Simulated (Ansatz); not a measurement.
Base system: Al$_{2}$Cu (space group I4/mcm, No. 140; a = 6.059 Å, c = 4.874 Å). Axes: x, y, z lie along a, b, c of the conventional cell.

The values are results of Kohn–Sham DFT with the PBE functional, run in Ansatz (a first-principles code) with PAW and 420 eV plane waves, no SOC, earlier PAW set, not measurements.

It is then changed as follows: an isotropic linear strain of −1.86 %; the atoms relax in the strained cell.

Question: Predict the stress tensor and what it implies for the stiffness.

Answer: Stress of the strained cell less that of the base (GPa, compression positive):
```
    6.5     0.0     0.0
    0.0     6.5     0.0
    0.0     0.0     6.2
```

Then B = −ΔP/(ΔV/V₀) with ΔV/V₀ = -0.0548 gives secant stiffness values (nonlinear terms included at this strain): B (at held cell shape, above the free-shape value) ≈ 116 GPa.

As a check, the harmonic strain energy −½ V₀ Δσ:ε is 17 meV/atom; the computed energy rise is 15 meV/atom.

Whether these cells are dynamically stable was not tested. The final runs are not spin-polarised.
